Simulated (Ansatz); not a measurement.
## PbO (space group P4/nmm, No. 129; layered, stacked along the Cartesian z axis)

PbO has the tetragonal space group P4/nmm, origin choice 1 (No. 129), Pearson symbol tP4. Conventional cell: a = b = 4.034 Å, c = 4.994 Å, α = β = γ = 90.00°. Pb on 2c has 4 O at 2.341 Å. O on 2a is surrounded by 4 Pb at 2.341 Å (tetrahedral). (Neighbours: up to the widest gap in distance over summed covalent radii, below 1.35, at either atom; cation-cation and far metal-metal contacts left out.)

Method: PBE-D3(BJ)/PAW in Ansatz (a first-principles code), without spin-orbit coupling. k-mesh 8×8×7 (Γ-centred); smearing 0.05 eV (Fermi–Dirac).

```yaml
volume_per_atom: 20.32 Å³
density: 9.12 g/cm³
band_gap: "1.27 eV (uncertain: the edges found on the path are not clean extrema)"
total_energy: -6237.008 eV/atom (σ→0; compares only within this code and set-up)
```

Spin-orbit coupling, missing from the scalar runs, can matter with Pb. No phonon test of stability was made. The D3 term's C6 switches between coordination references near this geometry, which can add small steps to energies.
